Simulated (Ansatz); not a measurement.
```
MgTe
1.0
    0.00000     3.21965     3.13916
    3.21965     0.00000     3.13916
    3.21965     3.21965     0.00000
Mg Te
1 1
Cartesian
  0.00000   0.00000   0.00000
  1.60982   1.60982   1.56958
```

No spin polarisation.

Computed with Kohn–Sham DFT with the PBEsol functional, run in Ansatz (an electronic-structure program) with PAW and 420 eV plane waves, without spin-orbit coupling. Settings: 9×9×9 k-points, 0.05 eV Fermi–Dirac smearing.

Question: What gap character does the calculation give?

Answer: Direct at Γ.

Question: Estimate the valence-band top at Γ (three highest levels, from the VBM).

Answer: 0.00, -0.07, -0.07 eV.

Question: What stress (xx, yy, zz, yz, xz, xy; compression positive) does the calculation give?

Answer: (0.84, 0.84, 1.14, 0.00, 0.00, 0.00) GPa.

With Te present, leaving out spin-orbit coupling can change the band edges. The cells carry an imposed strain or load. Whether these cells are dynamically stable was not tested. The cell was made from MgTe in the zinc blende structure (space group F-43m, No. 216) by this change: uniaxial strain ε_zz = −2.50 %.
